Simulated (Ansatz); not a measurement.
The starting structures come from a database of crystals and need not be the phases stable at ambient conditions.

Data:

```
InP
1.0
    4.16811     0.00000     0.00000
    0.00000     6.83999     0.00000
    2.08406     0.00000     3.60969
In P
2 2
Direct
  0.66667   0.49980   0.66667
  0.33333   0.99980   0.33333
  0.66667   0.12520   0.66667
  0.33333   0.62520   0.33333
```

Space group of this cell: P6_3mc, wurtzite. The cell is taken as given.

The current runs along the normal of the first two printed vectors, the (100) plane. All runs by Ansatz (a program for electronic structure), plane waves and PAW, without spin-orbit coupling; the base is r2SCAN.

| run | mean pressure (GPa) | gap (eV) | mid-gap κ (1/Å) |
|---|---|---|---|
| base | 0.1 | 1.11 | 0.076 |
| all lengths scaled by 0.98 | 4.8 | (withheld) | (withheld) |
| all lengths scaled by 1.02 | -3.5 | 0.75 | 0.053 |
| lda in place of r2scan | -2.6 | 0.42 | 0.031 |
| lengths across the current scaled by 0.98, ions clamped | 3.2 | 1.33 | 0.092 |
| lengths across the current scaled by 1.02, ions clamped | -2.4 | (withheld) | (withheld) |
| lengths along the current scaled by 0.97, ions clamped | 2.4 | (withheld) | (withheld) |
| lengths along the current scaled by 1.03, ions clamped | -1.7 | 0.89 | 0.067 |
| pbesol in place of r2scan | -0.9 | 0.56 | 0.041 |

Question: Fill in the missing entries.

Answer: 
- all lengths scaled by 0.98, gap (eV): 1.47
- all lengths scaled by 0.98, mid-gap κ (1/Å): 0.097
- lengths across the current scaled by 1.02, ions clamped, gap (eV): 0.82
- lengths across the current scaled by 1.02, ions clamped, mid-gap κ (1/Å): 0.059
- lengths along the current scaled by 0.97, ions clamped, gap (eV): 1.19
- lengths along the current scaled by 0.97, ions clamped, mid-gap κ (1/Å): 0.084
